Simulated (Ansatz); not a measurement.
Start from ZnAu in the CsCl type structure (space group Pm-3m, No. 221; a = 3.129 Å).

The change: a hydrostatic pressure of 7.5 GPa.

Levels (all Ansatz, an electronic-structure program, PAW): PBEsol (420 eV, no spin-orbit coupling); PBEsol+SOC (420 eV, with spin-orbit coupling).

The geometry is relaxed with PBEsol.

| Property | Value |
|---|---|
| PBEsol pressure | 7.5 GPa |

Q: How does going to PBEsol+SOC change the pressure?

A: The pressure drops by 0.8 GPa, from 7.5 GPa to 6.7 GPa.

Single points use the geometry relaxed with PBEsol. The spin-orbit shifts are approximate. Load acts through the strain it causes; cell and atoms are relaxed under it. Stability against distortions was not tested. No other phases were tried under pressure.
